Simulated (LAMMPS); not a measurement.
Film growth with the substrate temperature varied; first case: 180 Cd and 140 Te atoms arriving one at a time, 3 ps apart with 0.2 eV each, on 1053 Å² of the (001) face of CdTe (zinc blende) held at 270 K.

Method: classical MD, pair style sw, file CdTeZnSeHgS0.sw, run in LAMMPS.

```json
[
 {"T (K)": "270", "crystalline share": "0.48", "film": "partly crystalline", "roughness": "1.8 Å", "height": "11 Å", "below the old surface": "1 of 320"},
 {"T (K)": "540", "crystalline share": "0.87", "film": "crystalline", "roughness": "1.7 Å", "height": "11 Å", "below the old surface": "4 of 320"},
 {"T (K)": "810", "crystalline share": "0.97", "film": "crystalline", "roughness": "1.7 Å", "height": "10 Å", "below the old surface": "12 of 315"}
]
```

Caution: growth rates of MD are many orders above those of real deposition.

Caution: the face is polar, and the species on top of the substrate isn't recorded.
